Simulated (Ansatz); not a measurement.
Ga3AlN4 (model structure, P3m1, No. 156, 8 atoms in the cell) was calculated with LDA (Ansatz, a program for electronic structure, plane waves, PAW).

Run with plane-wave cutoff 520 eV, 12×12×4 k mesh (along the axes of the cell as run), Fermi–Dirac smearing 0.01 eV, scalar-relativistic PAW data made under PBE.

Cell (relaxed at this level):

```cif
data_AlGa3N4
_chemical_formula_sum 'Ga3 N4 Al1'
_space_group_name_H-M_alt 'P3m1'
_space_group_IT_number 156
_space_group_name_Hall 'P 3 -2"'
_cell_length_a 3.13544
_cell_length_b 3.13544
_cell_length_c 10.19254
_cell_angle_alpha 90.000
_cell_angle_beta 90.000
_cell_angle_gamma 120.000
loop_
_atom_site_label
_atom_site_type_symbol
_atom_site_symmetry_multiplicity
_atom_site_Wyckoff_symbol
_atom_site_fract_x
_atom_site_fract_y
_atom_site_fract_z
_atom_site_occupancy
Ga1 Ga 1 c 0.66667 0.33333 0.00306 1
N1 N 1 c 0.66667 0.33333 0.19296 1
Ga2 Ga 1 a 0.00000 0.00000 0.25554 1
N2 N 1 a 0.00000 0.00000 0.44549 1
Ga3 Ga 1 c 0.66667 0.33333 0.50845 1
N3 N 1 c 0.66667 0.33333 0.69884 1
Al1 Al 1 a 0.00000 0.00000 0.75491 1
N4 N 1 a 0.00000 0.00000 0.93946 1
```

Problem. Give the computed band gap and bulk modulus.

Solution. 
- band gap: 2.54 eV (on the SCF k mesh)
- bulk modulus: 206 GPa

Note: the bulk modulus is −V dP/dV from two relaxed cells at ±2 % in volume; the relaxation could raise the start's symmetry but not lower it, so the cell can be a saddle point.

Spin–orbit coupling is not included.

Static lattice: no zero-point or thermal effects.

A model structure was made by putting elements into a prototype or built by hand; it is no filed structure, need not be a known phase, and can be a saddle point held by its symmetry.
